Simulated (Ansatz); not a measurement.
We consider MgO (model structure, Fm-3m, No. 225, 6 atoms in the cell), described by G0W0@PBEsol in Ansatz (hard PAW, contour deformation).

The cell is the one relaxed with PBEsol. Conventional cell: a = 4.2147 Å, b = 4.2147 Å, c = 4.2147 Å, α = 90.00°, β = 90.00°, γ = 90.00°.

The quasiparticle gap at Γ at a fixed k mesh 6×6×2:

```json
[
 {"response cutoff": "100 eV, 234 empty bands", "value (eV)": "6.996"},
 {"response cutoff": "150 eV, 430 empty bands", "value (eV)": "7.196"},
 {"response cutoff": "250 eV, 926 empty bands", "value (eV)": "7.372"}
]
```

Taking the value to converge with the response cutoff E as E^(−3/2), extrapolate from the last two rows.

With y = y∞ + c/w and weights w = 1837 and 3953 for the last two rows, y∞ = (w2 y2 − w1 y1)/(w2 − w1) = (3953 × 7.372 − 1837 × 7.196)/2116 = 7.525 eV, which lies 0.153 beyond the last row. Successive pairs of rows give 7.435, 7.525. The limit also hangs on the law assumed, so its last digits aren't firm.

The other settings are not extrapolated, so this is the limit in one setting alone.

A model structure was made by putting elements into a prototype or built by hand; here it ended with the formula and space group of a phase in our tables.

Ansatz is a quantum-chemistry and plane-wave program.
